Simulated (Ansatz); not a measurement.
**BN: pressure series**

Take BN (space group P6_3/mmc, No. 194; layered, stacked along the Cartesian z axis) as the base.

Space group P6₃/mmc (No. 194); a = 2.5064 Å, b = 2.5064 Å, c = 6.6147 Å, α = 90.00°, β = 90.00°, γ = 120.00°

```
atom  site  symmetry       x       y       z
----  ----  --------  ------  ------  ------
B       2c      -6m2  0.3333  0.6667  0.2500
N       2d      -6m2  0.6667  0.3333  0.2500
```

Cell and atoms are relaxed at each pressure.

Calculations: DFT with PBE-D3(BJ), PAW potentials and a 420 eV plane-wave cutoff in Ansatz (a quantum-chemistry and plane-wave program), no spin-orbit coupling.

```csv
case,smallest direct gap,band gap,c/a ratio
base,4.64 eV,4.24 eV,2.639
pressure 0.3 GPa,4.64 eV,4.22 eV,2.614
pressure 0.7 GPa,4.62 eV,4.20 eV,2.585
pressure 1.5 GPa,4.55 eV,4.17 eV,2.537
pressure 3 GPa,4.47 eV,4.12 eV,2.469
pressure 5 GPa,4.39 eV,4.08 eV,2.402
pressure 10 GPa,4.34 eV,4.02 eV,2.286
```

Load acts through the strain it causes; cell and atoms are relaxed under it. Stability against distortions was not tested. Competing high-pressure phases were not computed.
